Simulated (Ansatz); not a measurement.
## Rock-salt InSb (model structure)

The numbers are results of PBEsol in Ansatz (plane waves, PAW), not measurements.

Run with plane-wave cutoff 500 eV, 12×12×12 k mesh, Fermi–Dirac smearing 0.05 eV, scalar-relativistic PAW data made under PBE.

Cell (relaxed at this level):

```cif
data_In4Sb4
_chemical_formula_sum 'In4 Sb4'
_space_group_name_H-M_alt 'Fm-3m'
_space_group_IT_number 225
_space_group_name_Hall '-F 4 2 3'
_cell_length_a 6.03692
_cell_length_b 6.03692
_cell_length_c 6.03692
_cell_angle_alpha 90.000
_cell_angle_beta 90.000
_cell_angle_gamma 90.000
loop_
_atom_site_label
_atom_site_type_symbol
_atom_site_symmetry_multiplicity
_atom_site_Wyckoff_symbol
_atom_site_fract_x
_atom_site_fract_y
_atom_site_fract_z
_atom_site_occupancy
In1 In 4 a 0.00000 0.00000 0.00000 1
Sb1 Sb 4 b 0.50000 0.50000 0.50000 1
```
(The calculation used a cell of 2 atoms; values per cell refer to that cell.)

| Item | Value |
|---|---|
| band gap | zero (no gap) |

Note: the relaxation could raise the start's symmetry but not lower it, so the cell can be a saddle point.

Spin–orbit coupling is not included.

A model structure was made by putting elements into a prototype or built by hand; it is no filed structure, need not be a known phase, and can be a saddle point held by its symmetry.

Ansatz is a first-principles code.
